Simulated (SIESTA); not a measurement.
Checking a run of SIESTA on VCl₂O (Immm, 4 atoms in the cell). The aim is a self-consistent single point with DFT, LDA PW92+U, numerical atomic orbitals TZP, PseudoDojo LDA standard norm-conserving potentials (rewritten from UPF to PSML).

Input:

```
# files in the folder: V.psml Cl.psml O.psml (PseudoDojo LDA standard)
SystemName  VCl2O
SystemLabel siesta

NumberOfAtoms                4
NumberOfSpecies              3
%block ChemicalSpeciesLabel
  1 23 V
  2 17 Cl
  3 8 O
%endblock ChemicalSpeciesLabel
LatticeConstant              1.0 Bohr
%block LatticeVectors
    -3.323924318    3.441342451   12.367407109
     3.323924318   -3.441342451   12.367407109
     3.323924318    3.441342451  -12.367407109
%endblock LatticeVectors
AtomicCoordinatesFormat      Ang
%block AtomicCoordinatesAndAtomicSpecies
     0.000000000    1.821080000    0.000000000  1
    -0.000000000    0.000000000    8.209221738  2
     0.000000000   -0.000000000    4.879878262  2
     0.000000000    0.000000000    0.000000000  3
%endblock AtomicCoordinatesAndAtomicSpecies

XC.functional                LDA
XC.authors                   PW92
PAO.BasisSize                TZP
PAO.EnergyShift              0.2 Ry
MeshCutoff                   350 Ry
%block kgrid.MonkhorstPack
    7   0   0  0.0
    0   7   0  0.0
    0   0   7  0.0
%endblock kgrid.MonkhorstPack
OccupationFunction           MP
OccupationMPOrder            0
ElectronicTemperature        0.02 eV
Spin                         polarized
%block DM.InitSpin
  1 +2.00
  2 +0.00
  3 +0.00
  4 +0.00
%endblock DM.InitSpin
DFTU.ProjectorGenerationMethod 2
DFTU.CutoffNorm              0.9
DFTU.FirstIteration          true
%block DFTU.proj
  V 1
  n=3 2
  3.25 0.00
  0.00 0.00
%endblock DFTU.proj

MaxSCFIterations             150
SCF.Mixer.Method             Pulay
SCF.Mixer.Weight             0.1
SCF.Mixer.History            8
SCF.DM.Tolerance             1.0E-04
Diag.ParallelOverK           true
WriteForces                  true
Charge.Mulliken              end
```

Log, with long lists cut:

```
reinit: Reading from file input.fdf

reinit: System Name: VCl2O
reinit: System Label: siesta

NOTE on units for spin output:
{S} is the spin magnetic moment, in units of the Bohr magneton,
assuming a g-factor for the electron spin of exactly 2.
   [... lines left out ...]

                        Single-point calculation

superc: Internal auxiliary supercell:     5 x     5 x     5  =     125
superc: Number of atoms, orbitals, and projectors:    500   9500   8375

outcell: Unit cell vectors (Ang):
       -1.758945    1.821080    6.544550
        1.758945   -1.821080    6.544550
        1.758945    1.821080   -6.544550

outcell: Cell vector modules (Ang)   :    7.017218    7.017218    7.017218
outcell: Cell angles (23,13,12) (deg):    150.9667    149.9173     42.2992
outcell: Cell volume (Ang**3)        :     83.8535
new_DM -- step:     1
Initializing Density Matrix...

Attempting to read DM from file... Failed...
DM filled with atomic data (user-defined):

InitMesh: MESH = 72 x 72 x 54 = 279936
InitMesh: Mesh cutoff (required, used) =   350.000   474.370 Ry
hubbard_term: recalculating local occupations    1
hubbard_term: maximum change in local occup.    0.492721
hubbard_term: recalculating Hamiltonian

stepf: Methfessel-Paxton step function
       Using Hermite-Gauss polynomials of order  0
hubbard_term: recalculating local occupations    1
hubbard_term: maximum change in local occup.    0.456993
hubbard_term: recalculating Hamiltonian
        iscf     Eharris(eV)        E_KS(eV)     FreeEng(eV)     dDmax    Ef(eV) dHmax(eV)
   scf:    1    -3195.388167    -3232.972862    -3232.972862  0.781098 13.185118 48.617900
     spin moment: {S} , |S| = {        0.0        0.0    1.00000 }     1.00000
   scf:    2    -3264.686504    -3249.846649    -3249.846649  0.209645 11.407210 35.884710
     spin moment: {S} , |S| = {        0.0        0.0    1.00000 }     1.00000
   scf:    3    -2862.709749    -3159.003799    -3159.005241  1.164295  4.490058 52.163558
   [... lines left out ...]
hubbard_term: recalculating local occupations   48
hubbard_term: maximum change in local occup.    0.000753
   scf:   95    -3273.114782    -3273.114782    -3273.114782  0.000106  3.465252  0.000621
     spin moment: {S} , |S| = {        0.0        0.0    1.00000 }     1.00000
hubbard_term: recalculating local occupations   49
hubbard_term: maximum change in local occup.    0.000741
   scf:   96    -3273.114784    -3273.114784    -3273.114784  0.000016  3.465402  0.000598
     spin moment: {S} , |S| = {        0.0        0.0    1.00000 }     1.00000
SCF Convergence by DM+H criterion
max |DM_out - DM_in|         :     0.0000163710
max |H_out - H_in|      (eV) :     0.0005981545
DFT+U population converged by dTol_pop criteria:
max |pop(DFT+U)_i - pop(DFT+U)_j|:     0.0007414112
SCF cycle converged after 96 iterations

Using DM_out to compute the final energy and forces
hubbard_term: recalculating local occupations   50
hubbard_term: maximum change in local occup.    0.000741
hubbard_term: recalculating Hamiltonian and forces

siesta: E_KS(eV) =            -3273.1148

siesta: E_KS - E_eggbox =     -3273.1148

siesta: Atomic forces (eV/Ang):
     1    0.000000   -0.000000   -0.000000
     2    0.000402    0.000825   -9.831800
     3   -0.000402   -0.000825    9.831800
     4   -0.000000    0.000000   -0.000000
   [... lines left out ...]
siesta: FreeEng =     -3273.114754
siesta: Cell volume =         83.853475 Ang**3
siesta:        -720.03721186       -511.55946243  kBar
   [... lines left out ...]

              0.003

mulliken: Qtot =       16.000

Mulliken Atomic Populations:
Atom #   charge [q] valence [e]      Sz [e]  Species
     1    -0.546566   13.546566    1.576979  V
     2     0.189016    6.810984   -0.080804  Cl
     3     0.189016    6.810984   -0.080804  Cl
     4     0.168534    5.831466   -0.415371  O
 Total    -0.000000                1.000000
```

Task: Can these results be used? Check the input.

Result: The run is not sound. The fault is an energy shift that confines the orbitals too tightly. A large shift gives short orbitals and a poorer basis. To fix it, use a small shift. The run converged in 96 iterations without an error; against the sound input the free energy goes up by 18.7 eV/atom, the pressure goes from -8.75 to -72.00 GPa, the largest force goes from 0.496 to 9.832 eV/Å, the gap on the mesh goes from 0.803 to 0.952 eV and the size of the net moment stays at 0.25 μB/atom.

An input that runs soundly differs in these lines (not the only fix; some lines may just follow from the change or write a value another way):
```diff
-PAO.EnergyShift              0.2 Ry
+PAO.EnergyShift              0.01 Ry
```

With that input, the run converged in 46 iterations: free energy E − TS -3348.0441 eV; top of the valence band (on the code's own zero) -6.88 eV; gap on the k-point mesh 0.80 eV; pressure -8.75 GPa; largest force (vector length) 0.496 eV/Å (DFT, LDA PW92+U, numerical atomic orbitals TZP, PseudoDojo LDA standard norm-conserving potentials (rewritten from UPF to PSML)).

On the sound input: the starting cell comes from a database of computed structures (which also holds hypothetical and non-ambient phases and stackings), without a prior relaxation at this level. With one magnetic atom in the cell only a parallel order is possible. With U or open f shells several self-consistent states can exist. Values carry the incompleteness of an atom-centred basis. With a pressure of about -9 GPa the cell is away from its equilibrium volume at this level.
